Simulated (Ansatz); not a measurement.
Base system: ZrSe$_{2}$ in the fluorite structure (space group Fm-3m, No. 225; a = 6.507 Å; a hypothetical phase, not in the database extracts checked; relaxed with 0.1 eV smearing). Axes: x, y, z lie along the cube axes.

The values are results of PBEsol in Ansatz (plane waves to 420 eV, PAW, no SOC), not measurements.

Base values:

Pressure: 0.0 GPa

Perturbation: biaxial strain −0.55 %, plane normal [110], relaxed out of plane (Cartesian); in-plane vectors clamped, the third vector and the atoms free.

**Question.** Estimate the effect on the out-of-plane strain.

**Answer.** The out-of-plane strain is +0.92 %.

**Question.** What does the calculation give for the pressure after the change?

**Answer.** The pressure (mean of the normal stresses, compression positive) goes from zero to 0.2 GPa.

No phonon test of stability was made. All final runs are without spin polarisation.

Ansatz is a first-principles code.
